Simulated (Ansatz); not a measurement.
CdTe (Imm2), r2SCAN with spin-orbit coupling, rigid bands (Ansatz, an electronic-structure program): Condition of this run: uniaxial stress along [110] of -3.5 GPa (compression positive) (the target of the relaxation). band gap 0.77 eV, N_c = 8.09e17 cm⁻³ and N_v = 6.90e18 cm⁻³ at 300 K, conductivity masses along z (a = (0.16, 3.42, 2.98) Å; b = (3.42, 0.16, 2.98) Å; c = (3.59, 3.59, 0.00) Å) of 0.0960 mₑ (electrons) and 0.317 mₑ (holes). Take k_BT = 0.02585 eV.

### Question
A film of it is 5 nm thick, with its normal along the direction named. Estimate the confinement energies in an infinite well.

### Answer
ħ²π²/(2m t²) = 0.376 eV·nm²/(m/mₑ × t²) gives 157 meV for electrons and 47.4 meV for holes, so the gap would widen to about 0.97 eV. Finite barriers and nonparabolic bands lower this, and with several valleys or bands the heaviest mass along the normal sets the lowest level, not this average.

### Question
What thermal injection velocity √(2k_BT/πm) limits a ballistic channel along the direction named?

### Answer
1.74e7 cm/s for electrons and 9.56e6 cm/s for holes, a ratio of √(m_h/m_e) = 1.82, for dilute carriers.

### Question
Find the intrinsic carrier density and the intrinsic Fermi level.

### Answer
n_i = √(N_c N_v) exp(−E_g/2k_BT) = 2.36e18 × exp(−14.89) = 8.0e11 cm⁻³. The level lies (k_BT/2) ln(N_v/N_c) = 28 meV from mid-gap (positive towards the conduction band). Each 0.1 eV added to the gap lowers n_i by a factor of 6.9.

Rigid, parabolic bands with the computed gap; masses take one relaxation time for all states. Geometry: cell and atoms relaxed with PBEsol.
